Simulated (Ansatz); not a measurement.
An Ansatz (an electronic-structure program) run: hypothetical diamond Li with a change (pressure −1 GPa); PBEsol in Ansatz (plane waves to 420 eV, PAW, no spin-orbit coupling).

Input:

Ansatz 0.2 input:
```yaml
crystal:
  lattice:
    - [0, 2.9390650359, 2.9390650359]
    - [2.9390650359, 0, 2.9390650359]
    - [2.9390650359, 2.9390650359, 0]
  atoms:
    - { symbol: Li, position: [0.25, 0.25, 0.25] }
    - { symbol: Li, position: [0, 0, 0] }
basis: { ecutwfc: 420, ecutrho_ratio: 4, xc_grid: 2, fft_grid_basis: typed }
kpoints: { mp_grid: { grid: [14, 14, 14] } }
hamiltonian:
  xc: pbesol
  dispersion: none
  pseudopotentials: { kind: paw }
scf: { occupations: { method: fermi_dirac, width: 0.05 } }
relax: { f_tol: 0.01, max_steps: 60, cell: { stress_tol: 0.02, p_target: -1.0 } }
output: { forces: true, stress: true }
checkpoint: { write: state.ck, write_every: 1000 }
```

Output (explanatory and most iteration lines left out):

```
Relaxation: its limit of steps is 60 (relax.max_steps)
Pseudopotential: Li, paw, valence charge 3
Crystal: 2 atoms, lattice volume = 50.776 Å³
Basis set: ecut = 420 eV, 965 PW (Γ), exchange–correlation on 60×60×60 points (8 copies of the dense FFT grid, shifted against one another)
Bands: 7, of which v1, the nominal top of the filled ones, is band 3 counted from 1 (2 counted from 0)
Symmetry: 48 space group operations
Space group: Fd-3m (ITA 227), of the structure as read, at distance tolerance 3.7e-5 Å
k-points: 104 of 2744
Functional: x = pbesol(κ = 0.804, μ = 0.12345679012345678), c = pbesol(β = 0.046)
SCF iter   1: F=—  HF=-404.967419 eV  |F-HF|=—  |Δ(HF+E_count)|=         —  Δρ=2.51e-3  dr2=2.82e-3  ethr=1.77e-3  ⟨swp⟩=4.1  Hψ=5122  notcnv=0
SCF iter   2: F=—  HF=-404.965244 eV  |F-HF|=—  |Δ(HF+E_count)|=   2.17e-3  Δρ=1.35e-3  dr2=1.26e-3  ethr=4.71e-5  ⟨swp⟩=2.5  Hψ=1874  notcnv=0
SCF 1 converged in 6 iterations: F = -404.964623 eV  dr2 = 6.24e-14
relax step   1: F+E_penalty+E_count = -404.96462273 eV  Δ(F+E_penalty+E_count) = +0.000e0 eV  max|allowed force component| = 3.469e-18 eV/Å  Δτ_max = 0.0000 Å  P = +0.009 GPa  Ω = 50.776 Å³  (6 SCF iters, dr2 threshold 1.00e-7 eV, accepted)
[... steps on the carried basis left out ...]
relax step   7: F+E_penalty+E_count = -404.90569161 eV  Δ(F+E_penalty+E_count) = -1.950e-4 eV  max|allowed force component| = 2.602e-17 eV/Å  Δτ_max = 0.0000 Å  P = -0.994 GPa  Ω = 66.834 Å³  stress off target by 5.76e-3 GPa  SCF on the basis re-selected at this cell (its energy is not comparable with the rows above)  (6 SCF iters)
SCF converged after 6 iterations
Free energy (F): -404.905692 eV
Internal energy: -404.897752 eV  (E = F + TS)
E sigma→0 (E₀):  -404.901722 eV
Entropy (-TS):   -0.007939 eV (-3.970 meV/atom)
Fermi energy:    -0.267043 eV
--- Forces (eV/Å), atoms counted from 1 ---
  atom   1  Li     0.00000000     0.00000000     0.00000000
  atom   2  Li    -0.00000000    -0.00000000    -0.00000000
--- Stress (GPa, compression-positive) ---
       -0.994236       0.000000       0.000000
        0.000000      -0.994236       0.000000
        0.000000       0.000000      -0.994236
  P = ⅓ Tr σ = -0.9942 GPa (-9.942 kbar)
--- Relaxed structure (6 steps of the walk, 6 accepted, 1 SCFs on fresh bases) ---
  cell:  # Å, volume = 66.8345 Å³
    - [1.4038254028702057e-34, 3.2209958962947103, 3.2209958962947103]
    - [3.2209958962947103, 4.264775983726137e-34, 3.2209958962947103]
    - [3.2209958962947103, 3.2209958962947103, 3.1846075205597454e-35]
  atoms:
    - { symbol: Li, position: [0.24999999999999997, 0.24999999999999997, 0.24999999999999997] }
    - { symbol: Li, position: [-4.886279369414597e-34, 1.446024701849284e-34, -5.040502095397346e-35] }
```

Load acts through the strain it causes; cell and atoms are relaxed under it. Stability against distortions was not tested. The cell was made from Li in the diamond structure (space group Fd-3m, No. 227; a hypothetical phase, not in the database extracts checked) by this change: pressure −1 GPa.
